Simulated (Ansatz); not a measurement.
The starting structures come from a database of crystals and need not be the phases stable at ambient conditions.

```
CELL_PARAMETERS angstrom
      4.70005     0.00000     0.00000
      0.00000     4.70005     0.00000
      2.35003    -2.35003     8.14988
ATOMIC_POSITIONS crystal
  Ca 0.33506 0.66494 0.32988
  Ca 0.66494 0.33506 0.67012
  Ca 0.00000 0.50000 0.00000
  Ca 0.50000 0.00000 0.00000
  Sb 0.13899 0.86101 0.72202
  Sb 0.86101 0.13899 0.27798
  O  0.50000 0.50000 0.00000
```

Space group of this cell: I4/mmm. The cell is taken as given; by PBEsol its mean pressure is -1.8 GPa.

Transport runs along the normal of the first two printed cell vectors, the (001) plane of the conventional cell.

The gap is the functional's own, uncorrected, and κ follows it; spin-orbit coupling is left out. Mid-gap values are interpolated between the computed energies.

Question: Give the band gap and the smallest decay constant κ at mid-gap that Ansatz (a program for electronic structure) with PBEsol yields.

Answer: Gap 0.88 eV on a 8×8×8 mesh; κ = 0.111 1/Å, at the zone centre.
